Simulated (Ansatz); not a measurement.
A computed series for Zr: response to strain

Base system: Zr in the hcp (Mg type) structure (space group P6_3/mmc, No. 194; a = 3.1438 Å, c = 5.0928 Å; relaxed with 0.1 eV smearing).

Strains are applied to the cell and any free atomic positions relax.

Calculations: LDA/PAW in Ansatz (an electronic-structure program), spin-orbit coupling left out.

Notes on the quantities. energy relative to the base: free energy F; pressure: mean of the normal stresses, compression positive.

```
case                      energy relative to the base  pressure  volume per atom
------------------------  ---------------------------  --------  ---------------
base                                       0 meV/atom   0.0 GPa         21.80 Å³
isotropic strain −3.00 %                 +61 meV/atom  11.0 GPa         19.89 Å³
isotropic strain −2.00 %                 +27 meV/atom   6.9 GPa         20.51 Å³
isotropic strain −1.00 %                +6.5 meV/atom   3.3 GPa         21.15 Å³
isotropic strain +0.50 %                +1.6 meV/atom  -1.5 GPa         22.12 Å³
isotropic strain +1.00 %                            ?         ?         22.46 Å³
isotropic strain +1.50 %                 +14 meV/atom  -4.3 GPa         22.79 Å³
isotropic strain +2.00 %                 +24 meV/atom  -5.6 GPa         23.13 Å³
isotropic strain +2.50 %                 +38 meV/atom  -6.8 GPa         23.47 Å³
isotropic strain +3.00 %                 +53 meV/atom  -7.9 GPa         23.82 Å³
```

Q: Some entries are withheld; estimate them.

A: 
- isotropic strain +1.00 %, energy relative to the base: +6.2 meV/atom
- isotropic strain +1.00 %, pressure: -2.9 GPa

No phonon test of stability was made. The final runs are not spin-polarised.
